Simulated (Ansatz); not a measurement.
SnTeO3 (model structure, started from the GaBiO3 type, R3c, No. 161, 10 atoms in the cell), treated with LDA (PAW; Ansatz, a quantum-chemistry and plane-wave program).

Settings: plane-wave cutoff 520 eV, 12×12×12 k mesh, Fermi–Dirac smearing 0.05 eV, scalar-relativistic PAW data made under PBE.

Cell (relaxed with PBEsol):

```cif
data_O18Sn6Te6
_chemical_formula_sum 'Sn6 Te6 O18'
_space_group_name_H-M_alt 'R3c :H'
_space_group_IT_number 161
_space_group_name_Hall 'R 3 -2"c'
_cell_length_a 6.35561
_cell_length_b 6.35561
_cell_length_c 13.39736
_cell_angle_alpha 90.000
_cell_angle_beta 90.000
_cell_angle_gamma 120.000
loop_
_atom_site_label
_atom_site_type_symbol
_atom_site_symmetry_multiplicity
_atom_site_Wyckoff_symbol
_atom_site_fract_x
_atom_site_fract_y
_atom_site_fract_z
_atom_site_occupancy
Sn1 Sn 6 a 0.00000 0.00000 0.03298 1
Te1 Te 6 a 0.00000 0.00000 0.30667 1
O1 O 18 b 0.41639 0.10164 0.22915 1
```
(The calculation used a cell of 10 atoms; values per cell refer to that cell.)

Question: Predict the band gap.

Answer: 
band gap: 2.21 eV (on the SCF k mesh)

Note: the relaxation could raise the start's symmetry but not lower it, so the cell can be a saddle point; cell and atoms aren't relaxed at this level (largest force component 0.32 eV/Å, pressure -3.4 GPa).

Spin–orbit coupling is not included.

A model structure was made by putting elements into a prototype or built by hand; it is no filed structure, need not be a known phase, and can be a saddle point held by its symmetry.
